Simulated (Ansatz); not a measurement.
Start from CdS in the wurtzite structure (space group P6_3mc, No. 186; a = 4.1235 Å, c = 6.7111 Å). Axes: x lies along a and z along c of the hexagonal cell.

It is then changed as follows: the cell is compressed by 1.54 % along x with no lateral relaxation, atoms relaxed at fixed cell.

Levels (all Ansatz, a quantum-chemistry and plane-wave program, PAW): PBEsol (420 eV, no spin-orbit coupling); r2SCAN (500 eV, no spin-orbit coupling); HSE06 (420 eV, no SOC).

One geometry, relaxed with PBEsol, under each level:

```tsv
level	band gap	lowest conduction level above the VBM at special points	electron mass	hole mass	pressure
PBEsol	1.08 eV	Γ 1.08 eV; Z 2.76 eV; R 3.29 eV; T 3.32 eV	0.11 mₑ along z, 0.12 mₑ across (at Γ)	0.12 mₑ along x, 1.6 mₑ across (at Γ)	0.97 GPa
r2SCAN	[?]	[?]	[?]	[?]	[?]
HSE06	2.26 eV	Γ 2.26 eV; Z 3.97 eV; R 4.46 eV	–	–	–
```

Task: Give the withheld r2SCAN results.

Result: 
- r2SCAN, band gap: 1.69 eV
- r2SCAN, lowest conduction level above the VBM at special points: Γ 1.69 eV; Z 3.35 eV; R 3.83 eV; T 3.86 eV
- r2SCAN, electron mass: 0.15 mₑ along z, 0.17 mₑ across (at Γ)
- r2SCAN, hole mass: 0.16 mₑ along x, 1.6 mₑ across (at Γ)
- r2SCAN, pressure: 2.85 GPa

Single points use the geometry relaxed with PBEsol. Their cutoffs differ, which shifts pressures a little. The cells carry an imposed strain or load. Masses are band curvatures over ±0.01 Å⁻¹ around the edge. Stability against distortions was not tested. k-point labels follow each cell's own Brillouin zone.
